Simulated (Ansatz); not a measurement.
Electronic density of states of amorphous Hf18O35N, density 9.02 g/cm³, on a 2×2×2 Γ-centred mesh with a Gaussian width of 0.1 eV; energies count from the Fermi level, whose place inside the gap is arbitrary. Cell and mesh are small, so fine structure isn't converged. Calculation: PBE, scalar-relativistic without spin-orbit coupling (plane waves to 420 eV, PAW; Ansatz, a first-principles code). Sampling: a 2×2×2 Γ-centred mesh; Fermi-Dirac width 0.02 eV; collinear spin, started from a total moment of 1 μB (at the end a net moment of 1.0 μB). The usual formal charges leave 1 holes over, so the level spacing at the Fermi energy parts defect or band states and needn't be the band gap. In the spin-polarised cell the level spacing at the Fermi energy can part levels of unlike spin. At PBE the levels at both edges of the gap are localised (band-tail or defect states), and the nearest spread-out levels lie 4.2 eV apart at the zone centre.

Preparation: random packing, a CHGNet melt and quench, and a DFT relaxation. O and N atoms were pushed apart under 1.9 Å during the dynamics, to hinder bonds among them. The hot cell started wider than the set density and was brought back towards it in steps. It is the lowest in DFT energy of 2 quenches. It is a model cell: composition and starting density were chosen by hand, and all elements were melted together. No dispersion term was used. Its density started from a set value of 9.02 and ended at 9.02 g/cm³. The quench (nominally 380 K/ps over its main leg) was far faster than any real one, so the model tends to hold more defects than a real film. Values belong to this one cell and scatter from quench to quench. The volume was held where the preparation left it, at a PBE pressure of -4.6 GPa (tension). Stress components on the final sampling reach 6.6 GPa. On a 2×2×2 Γ-centred mesh force components of up to 0.15 eV/Å stay, since the relaxation ran on the zone centre alone.

```json
[
 {"E - EF (eV)": "-12.00", "states/(eV atom)": "1.32"},
 {"E - EF (eV)": "-11.90", "states/(eV atom)": "2.59"},
 {"E - EF (eV)": "-11.80", "states/(eV atom)": "2.26"},
 {"E - EF (eV)": "-11.70", "states/(eV atom)": "3.66"},
 {"E - EF (eV)": "-11.60", "states/(eV atom)": "7.44"},
 {"E - EF (eV)": "-11.50", "states/(eV atom)": "11.1"},
 {"E - EF (eV)": "-11.40", "states/(eV atom)": "10.5"},
 {"E - EF (eV)": "-11.30", "states/(eV atom)": "4.83"},
 {"E - EF (eV)": "-11.20", "states/(eV atom)": "1.85"},
 {"E - EF (eV)": "-11.10", "states/(eV atom)": "0.87"},
 {"E - EF (eV)": "-11.00", "states/(eV atom)": "0.12"},
 {"E - EF (eV)": "-10.90", "states/(eV atom)": "0.00"},
 {"E - EF (eV)": "-10.80", "states/(eV atom)": "0.00"},
 {"E - EF (eV)": "-10.70", "states/(eV atom)": "0.00"},
 {"E - EF (eV)": "-10.60", "states/(eV atom)": "0.00"},
 {"E - EF (eV)": "-10.50", "states/(eV atom)": "0.00"},
 {"E - EF (eV)": "-10.40", "states/(eV atom)": "0.00"},
 {"E - EF (eV)": "-10.30", "states/(eV atom)": "0.00"},
 {"E - EF (eV)": "-10.20", "states/(eV atom)": "0.00"},
 {"E - EF (eV)": "-10.10", "states/(eV atom)": "0.00"},
 {"E - EF (eV)": "-10.00", "states/(eV atom)": "0.00"},
 {"E - EF (eV)": "-9.90", "states/(eV atom)": "0.00"},
 {"E - EF (eV)": "-9.80", "states/(eV atom)": "0.00"},
 {"E - EF (eV)": "-9.70", "states/(eV atom)": "0.00"},
 {"E - EF (eV)": "-9.60", "states/(eV atom)": "0.00"},
 {"E - EF (eV)": "-9.50", "states/(eV atom)": "0.00"},
 {"E - EF (eV)": "-9.40", "states/(eV atom)": "0.00"},
 {"E - EF (eV)": "-9.30", "states/(eV atom)": "0.00"},
 {"E - EF (eV)": "-9.20", "states/(eV atom)": "0.00"},
 {"E - EF (eV)": "-9.10", "states/(eV atom)": "0.00"},
 {"E - EF (eV)": "-9.00", "states/(eV atom)": "0.00"},
 {"E - EF (eV)": "-8.90", "states/(eV atom)": "0.00"},
 {"E - EF (eV)": "-8.80", "states/(eV atom)": "0.00"},
 {"E - EF (eV)": "-8.70", "states/(eV atom)": "0.00"},
 {"E - EF (eV)": "-8.60", "states/(eV atom)": "0.00"},
 {"E - EF (eV)": "-8.50", "states/(eV atom)": "0.00"},
 {"E - EF (eV)": "-8.40", "states/(eV atom)": "0.00"},
 {"E - EF (eV)": "-8.30", "states/(eV atom)": "0.00"},
 {"E - EF (eV)": "-8.20", "states/(eV atom)": "0.00"},
 {"E - EF (eV)": "-8.10", "states/(eV atom)": "0.00"},
 {"E - EF (eV)": "-8.00", "states/(eV atom)": "0.00"},
 {"E - EF (eV)": "-7.90", "states/(eV atom)": "0.00"},
 {"E - EF (eV)": "-7.80", "states/(eV atom)": "0.00"},
 {"E - EF (eV)": "-7.70", "states/(eV atom)": "0.00"},
 {"E - EF (eV)": "-7.60", "states/(eV atom)": "0.00"},
 {"E - EF (eV)": "-7.50", "states/(eV atom)": "0.00"},
 {"E - EF (eV)": "-7.40", "states/(eV atom)": "0.00"},
 {"E - EF (eV)": "-7.30", "states/(eV atom)": "0.00"},
 {"E - EF (eV)": "-7.20", "states/(eV atom)": "0.00"},
 {"E - EF (eV)": "-7.10", "states/(eV atom)": "0.00"},
 {"E - EF (eV)": "-7.00", "states/(eV atom)": "0.00"},
 {"E - EF (eV)": "-6.90", "states/(eV atom)": "0.00"},
 {"E - EF (eV)": "-6.80", "states/(eV atom)": "0.00"},
 {"E - EF (eV)": "-6.70", "states/(eV atom)": "0.00"},
 {"E - EF (eV)": "-6.60", "states/(eV atom)": "0.00"},
 {"E - EF (eV)": "-6.50", "states/(eV atom)": "0.00"},
 {"E - EF (eV)": "-6.40", "states/(eV atom)": "0.00"},
 {"E - EF (eV)": "-6.30", "states/(eV atom)": "0.00"},
 {"E - EF (eV)": "-6.20", "states/(eV atom)": "0.00"},
 {"E - EF (eV)": "-6.10", "states/(eV atom)": "0.01"},
 {"E - EF (eV)": "-6.00", "states/(eV atom)": "0.08"},
 {"E - EF (eV)": "-5.90", "states/(eV atom)": "0.31"},
 {"E - EF (eV)": "-5.80", "states/(eV atom)": "0.50"},
 {"E - EF (eV)": "-5.70", "states/(eV atom)": "0.55"},
 {"E - EF (eV)": "-5.60", "states/(eV atom)": "0.58"},
 {"E - EF (eV)": "-5.50", "states/(eV atom)": "0.61"},
 {"E - EF (eV)": "-5.40", "states/(eV atom)": "0.57"},
 {"E - EF (eV)": "-5.30", "states/(eV atom)": "0.66"},
 {"E - EF (eV)": "-5.20", "states/(eV atom)": "0.76"},
 {"E - EF (eV)": "-5.10", "states/(eV atom)": "0.87"},
 {"E - EF (eV)": "-5.00", "states/(eV atom)": "0.93"},
 {"E - EF (eV)": "-4.90", "states/(eV atom)": "0.97"},
 {"E - EF (eV)": "-4.80", "states/(eV atom)": "0.94"},
 {"E - EF (eV)": "-4.70", "states/(eV atom)": "0.88"},
 {"E - EF (eV)": "-4.60", "states/(eV atom)": "0.84"},
 {"E - EF (eV)": "-4.50", "states/(eV atom)": "0.78"},
 {"E - EF (eV)": "-4.40", "states/(eV atom)": "0.77"},
 {"E - EF (eV)": "-4.30", "states/(eV atom)": "0.85"},
 {"E - EF (eV)": "-4.20", "states/(eV atom)": "0.84"},
 {"E - EF (eV)": "-4.10", "states/(eV atom)": "0.81"},
 {"E - EF (eV)": "-4.00", "states/(eV atom)": "0.82"},
 {"E - EF (eV)": "-3.90", "states/(eV atom)": "0.80"},
 {"E - EF (eV)": "-3.80", "states/(eV atom)": "0.78"},
 {"E - EF (eV)": "-3.70", "states/(eV atom)": "0.85"},
 {"E - EF (eV)": "-3.60", "states/(eV atom)": "0.78"},
 {"E - EF (eV)": "-3.50", "states/(eV atom)": "0.76"},
 {"E - EF (eV)": "-3.40", "states/(eV atom)": "0.80"},
 {"E - EF (eV)": "-3.30", "states/(eV atom)": "0.83"},
 {"E - EF (eV)": "-3.20", "states/(eV atom)": "0.88"},
 {"E - EF (eV)": "-3.10", "states/(eV atom)": "0.89"},
 {"E - EF (eV)": "-3.00", "states/(eV atom)": "0.92"},
 {"E - EF (eV)": "-2.90", "states/(eV atom)": "0.94"},
 {"E - EF (eV)": "-2.80", "states/(eV atom)": "0.88"},
 {"E - EF (eV)": "-2.70", "states/(eV atom)": "0.92"},
 {"E - EF (eV)": "-2.60", "states/(eV atom)": "0.99"},
 {"E - EF (eV)": "-2.50", "states/(eV atom)": "0.93"},
 {"E - EF (eV)": "-2.40", "states/(eV atom)": "0.93"},
 {"E - EF (eV)": "-2.30", "states/(eV atom)": "0.98"},
 {"E - EF (eV)": "-2.20", "states/(eV atom)": "0.95"},
 {"E - EF (eV)": "-2.10", "states/(eV atom)": "1.01"},
 {"E - EF (eV)": "-2.00", "states/(eV atom)": "1.01"},
 {"E - EF (eV)": "-1.90", "states/(eV atom)": "0.98"},
 {"E - EF (eV)": "-1.80", "states/(eV atom)": "0.92"},
 {"E - EF (eV)": "-1.70", "states/(eV atom)": "0.90"},
 {"E - EF (eV)": "-1.60", "states/(eV atom)": "0.79"},
 {"E - EF (eV)": "-1.50", "states/(eV atom)": "0.73"},
 {"E - EF (eV)": "-1.40", "states/(eV atom)": "0.73"},
 {"E - EF (eV)": "-1.30", "states/(eV atom)": "0.56"},
 {"E - EF (eV)": "-1.20", "states/(eV atom)": "0.41"},
 {"E - EF (eV)": "-1.10", "states/(eV atom)": "0.34"},
 {"E - EF (eV)": "-1.00", "states/(eV atom)": "0.17"},
 {"E - EF (eV)": "-0.90", "states/(eV atom)": "0.12"},
 {"E - EF (eV)": "-0.80", "states/(eV atom)": "0.16"},
 {"E - EF (eV)": "-0.70", "states/(eV atom)": "0.17"},
 {"E - EF (eV)": "-0.60", "states/(eV atom)": "0.08"},
 {"E - EF (eV)": "-0.50", "states/(eV atom)": "0.01"},
 {"E - EF (eV)": "-0.40", "states/(eV atom)": "0.00"},
 {"E - EF (eV)": "-0.30", "states/(eV atom)": "0.00"},
 {"E - EF (eV)": "-0.20", "states/(eV atom)": "0.00"},
 {"E - EF (eV)": "-0.10", "states/(eV atom)": "0.00"},
 {"E - EF (eV)": "0.00", "states/(eV atom)": "0.00"},
 {"E - EF (eV)": "0.10", "states/(eV atom)": "0.00"},
 {"E - EF (eV)": "0.20", "states/(eV atom)": "0.00"},
 {"E - EF (eV)": "0.30", "states/(eV atom)": "0.00"},
 {"E - EF (eV)": "0.40", "states/(eV atom)": "0.00"},
 {"E - EF (eV)": "0.50", "states/(eV atom)": "0.01"},
 {"E - EF (eV)": "0.60", "states/(eV atom)": "0.06"},
 {"E - EF (eV)": "0.70", "states/(eV atom)": "0.08"},
 {"E - EF (eV)": "0.80", "states/(eV atom)": "0.03"},
 {"E - EF (eV)": "0.90", "states/(eV atom)": "0.00"},
 {"E - EF (eV)": "1.00", "states/(eV atom)": "0.00"},
 {"E - EF (eV)": "1.10", "states/(eV atom)": "0.00"},
 {"E - EF (eV)": "1.20", "states/(eV atom)": "0.00"},
 {"E - EF (eV)": "1.30", "states/(eV atom)": "0.00"},
 {"E - EF (eV)": "1.40", "states/(eV atom)": "0.00"},
 {"E - EF (eV)": "1.50", "states/(eV atom)": "0.00"},
 {"E - EF (eV)": "1.60", "states/(eV atom)": "0.00"},
 {"E - EF (eV)": "1.70", "states/(eV atom)": "0.00"},
 {"E - EF (eV)": "1.80", "states/(eV atom)": "0.00"},
 {"E - EF (eV)": "1.90", "states/(eV atom)": "0.00"},
 {"E - EF (eV)": "2.00", "states/(eV atom)": "0.00"},
 {"E - EF (eV)": "2.10", "states/(eV atom)": "0.00"},
 {"E - EF (eV)": "2.20", "states/(eV atom)": "0.00"},
 {"E - EF (eV)": "2.30", "states/(eV atom)": "0.00"},
 {"E - EF (eV)": "2.40", "states/(eV atom)": "0.00"},
 {"E - EF (eV)": "2.50", "states/(eV atom)": "0.00"},
 {"E - EF (eV)": "2.60", "states/(eV atom)": "0.00"},
 {"E - EF (eV)": "2.70", "states/(eV atom)": "0.00"},
 {"E - EF (eV)": "2.80", "states/(eV atom)": "0.02"},
 {"E - EF (eV)": "2.90", "states/(eV atom)": "0.12"},
 {"E - EF (eV)": "3.00", "states/(eV atom)": "0.27"},
 {"E - EF (eV)": "3.10", "states/(eV atom)": "0.30"},
 {"E - EF (eV)": "3.20", "states/(eV atom)": "0.33"},
 {"E - EF (eV)": "3.30", "states/(eV atom)": "0.41"},
 {"E - EF (eV)": "3.40", "states/(eV atom)": "0.49"},
 {"E - EF (eV)": "3.50", "states/(eV atom)": "0.52"},
 {"E - EF (eV)": "3.60", "states/(eV atom)": "0.52"},
 {"E - EF (eV)": "3.70", "states/(eV atom)": "0.57"},
 {"E - EF (eV)": "3.80", "states/(eV atom)": "0.65"},
 {"E - EF (eV)": "3.90", "states/(eV atom)": "0.72"},
 {"E - EF (eV)": "4.00", "states/(eV atom)": "0.77"},
 {"E - EF (eV)": "4.10", "states/(eV atom)": "0.75"},
 {"E - EF (eV)": "4.20", "states/(eV atom)": "0.69"},
 {"E - EF (eV)": "4.30", "states/(eV atom)": "0.67"},
 {"E - EF (eV)": "4.40", "states/(eV atom)": "0.70"},
 {"E - EF (eV)": "4.50", "states/(eV atom)": "0.75"},
 {"E - EF (eV)": "4.60", "states/(eV atom)": "0.77"},
 {"E - EF (eV)": "4.70", "states/(eV atom)": "0.79"},
 {"E - EF (eV)": "4.80", "states/(eV atom)": "0.72"},
 {"E - EF (eV)": "4.90", "states/(eV atom)": "0.70"},
 {"E - EF (eV)": "5.00", "states/(eV atom)": "0.71"},
 {"E - EF (eV)": "5.10", "states/(eV atom)": "0.76"},
 {"E - EF (eV)": "5.20", "states/(eV atom)": "0.84"},
 {"E - EF (eV)": "5.30", "states/(eV atom)": "0.77"},
 {"E - EF (eV)": "5.40", "states/(eV atom)": "0.65"},
 {"E - EF (eV)": "5.50", "states/(eV atom)": "0.68"},
 {"E - EF (eV)": "5.60", "states/(eV atom)": "0.74"},
 {"E - EF (eV)": "5.70", "states/(eV atom)": "0.72"}
]
```

The level spacing at the Fermi energy on this mesh is 1.26 eV; the broadening fills part of it in the curve.
